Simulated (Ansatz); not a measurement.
Start from Al₂O₃ in the corundum structure (space group R-3c, No. 167; a = 4.729 Å, c = 12.892 Å (hexagonal axes)). Axes: x lies along a and z along c of the hexagonal cell.

Calculations: LDA (Ansatz, a first-principles code), no SOC.

Before the change:

| Property | Value |
|---|---|
| Electron mass | 0.43 mₑ along c, 0.39 mₑ across (at Γ) |

Now apply this change: tensile biaxial strain of 2.25 % in the plane normal to [001], as in epitaxy on a mismatched substrate; the out-of-plane cell vector and the atoms relax.

Q: Estimate the effect on the electron mass and ratio −ε⊥/ε∥.

A: The electron mass goes from 0.43 mₑ along c, 0.39 mₑ across (at Γ) to 0.43 mₑ out of plane, 0.37 mₑ in plane (at Γ); the ratio −ε⊥/ε∥ is 0.50.

The levels and masses belong to the bands next to the band gap. Effective masses come from finite differences of ±0.01 Å⁻¹. Whether these cells are dynamically stable was not tested.
